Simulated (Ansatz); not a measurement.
Consider CsPbBr3 in the cubic perovskite structure (space group Pm-3m, No. 221; a = 5.872 Å). Axes: x, y, z lie along the cube axes.

Computed with Ansatz (a quantum-chemistry and plane-wave program) PBEsol, without spin-orbit coupling.

Before the change:

The band gap is 1.43 eV.

The change: a pure shear with ε_xy = ε_yx = 0.0133; the atoms relax in the strained cell.

Q: Predict the new band gap.

A: The band gap falls by 0.04 eV (1.43 eV → 1.39 eV).

Q: Estimate the effect on the energy relative to the base.

A: The energy rises by 0.4 meV/atom.

With Pb present, leaving out spin-orbit coupling can change the band edges. Whether these cells are dynamically stable was not tested. Many cubic perovskites are stable only at high temperature; tilts and polar distortions were not tested. This is not the structure that CsPbBr3 has at room temperature and ambient pressure.
